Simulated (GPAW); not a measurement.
Pressure against volume in hcp Ti (space group 194) (GPAW, PBEsol)

```yaml
crystal:
  lattice:
    - [2.86435, 0.00000, 0.00000]
    - [-1.43217, 2.48060, 0.00000]
    - [0.00000, 0.00000, 4.54412]
  atoms:
    - { symbol: Ti, position: [0.66667, 0.33333, 0.75000] }
    - { symbol: Ti, position: [0.33333, 0.66667, 0.25000] }
```

Level of theory: PBEsol, GPAW PAW datasets PBEsol (made by gpaw-setup) (plane waves; GPAW). Settings: mode = pw; ecut = 780 eV; xc = PBEsol; kpts = 23 23 13; mesh shift (steps) = 0 0 0; occupations.name = fermi-dirac; occupations.width = 0.05 eV; nbands = -6; symmetry.symmorphic = false; symmetry.tolerance = 0.0005; maxiter = 150. The cell above is the first row's. The rows scale it uniformly. In all rows fractional positions and the k mesh are held.

| V (Å^3/atom) | P (GPa) |
|---|---|
| 16.144 | ? |
| 16.495 | 1.76 |
| 16.846 | -0.81 |
| 17.196 | -3.17 |
| 17.547 | -5.26 |
| 17.898 | -7.22 |
| 18.249 | -8.93 |
| 18.600 | -10.54 |
| 18.951 | -11.98 |

Taking a cubic for P over the 8 complete rows: With u = V - 17.7, the rows have u = -1.2050, -0.8540, -0.5040, -0.1530, 0.1980, 0.5490, 0.9000, 1.2510. Least squares gives P = -6.139 - 5.5126·u + 0.7721·u² - 0.0788·u³. Residuals (row less fit): -0.003, 0.009, -0.016, 0.017, -0.019, 0.016, -0.008, 0.001; standard error 0.018 (degrees of freedom: 4). The fitted pressure is zero at V0 = 16.73, where dP/dV = -7.231, so B0 = -V0·dP/dV = 121 GPa.

Problem. What does the fit predict for P at V = 16.144, and how far is the calculated value from it?

Solution. u = -1.5560, so P = -6.139 - 5.5126 × (-1.5560) + 0.7721 × (-1.5560)² - 0.0788 × (-1.5560)³ = 4.605 GPa. The calculation gives 4.58 GPa, 0.025 GPa below the prediction (0.2 % of the range of P in the table). The row lies outside the fitted rows, so this is an extrapolation. From the scatter of the fitted rows alone, a prediction at this place has a standard error of 0.048 GPa, so the miss is 0.5 times that.

Carrying the step between the two nearest rows on in a straight line would have given 4.33, off by 0.25; series whose last step already gives the withheld value aren't shown. The scan was laid around a cell of about the measured size, scaled by a guess for this functional; axis ratios and inner coordinates come from that cell. The runs keep the symmetry of the cell, so they don't test it for distortions. Spin polarisation is off. The shape of the cell and the inner coordinates aren't relaxed, so V0 and B0 belong to this uniform scaling; a relaxed crystal lies no higher in energy and is usually softer. Cutoffs and mesh are single choices, not tested for convergence of this quantity. Series with a scatter that would blur these digits, or in which a gap closes, are not shown.
